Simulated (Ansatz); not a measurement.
Functionals compared on a constructed model of the (100) surface of fcc Ni, ferromagnetic, a pseudomorphic layer of Pt in the host's stacking (bottom of the slab: a bare face, its two planes held), in Ansatz (plane waves, PAW). The structure was relaxed with PBE; the other rows are single points on it. Cutoff 420 eV.

Slab: 7 atoms, 10.9 Å thick at the start; k 15x15x1, smearing 0.1 eV, dipole-corrected; 2 atoms held, the rest relaxed; start symmetry kept, larger cells not searched; spin-polarised, ending with about 4.1 μB a cell; orders that need a larger cell were not tried, no spin-orbit, no U. It is one candidate, not shown to be the stable structure of the face. These notes are the PBE run's.

```json
[
 {"functional": "PBE", "work function of the top face (eV)": "5.54", "magnetic moment of the cell (μB)": "4.12", "rough cost of the single point": "–"},
 {"functional": "RPBE", "work function of the top face (eV)": "___", "magnetic moment of the cell (μB)": "4.17", "rough cost of the single point": "around 60 core-seconds (rough)"}
]
```

**Question.** Complete the blanks.

**Answer.** 
- RPBE, work function of the top face (eV): 5.37

Ansatz is a program for electronic structure.
